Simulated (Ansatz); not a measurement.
Re₃Ru (model structure, started from the A15 type, Pm-3n, No. 223, 8 atoms in the cell) was calculated with PBEsol (PAW; Ansatz, a quantum-chemistry and plane-wave program).

Numerical settings: plane-wave cutoff 520 eV, 12×12×12 k mesh, Fermi–Dirac smearing 0.05 eV, no spin polarisation, scalar-relativistic PAW data made under PBE.

Cell (relaxed at this level):

```cif
data_Re6Ru2
_chemical_formula_sum 'Re6 Ru2'
_space_group_name_H-M_alt 'P 1'
_space_group_IT_number 1
_cell_length_a 4.87187
_cell_length_b 4.87187
_cell_length_c 4.87187
_cell_angle_alpha 90.000
_cell_angle_beta 90.000
_cell_angle_gamma 90.000
loop_
_space_group_symop_operation_xyz
  'x, y, z'
loop_
_atom_site_label
_atom_site_type_symbol
_atom_site_fract_x
_atom_site_fract_y
_atom_site_fract_z
_atom_site_occupancy
Re1 Re 0.25000 0.00000 0.50000 1
Re2 Re 0.75000 0.00000 0.50000 1
Re3 Re 0.00000 0.50000 0.25000 1
Re4 Re 0.00000 0.50000 0.75000 1
Re5 Re 0.50000 0.25000 0.00000 1
Re6 Re 0.50000 0.75000 0.00000 1
Ru1 Ru 0.00000 0.00000 0.00000 1
Ru2 Ru 0.50000 0.50000 0.50000 1
```

What does this level give for the bulk modulus B0?


bulk modulus B0: 370 GPa

Note: the run has no spin polarisation, so it can have missed a magnetic state; the bulk modulus is −V dP/dV from two relaxed cells at ±2 % in volume; the relaxation could raise the start's symmetry but not lower it, so the cell can be a saddle point.

Spin–orbit coupling is not included.

A model structure was made by putting elements into a prototype or built by hand; it is no filed structure, need not be a known phase, and can be a saddle point held by its symmetry.
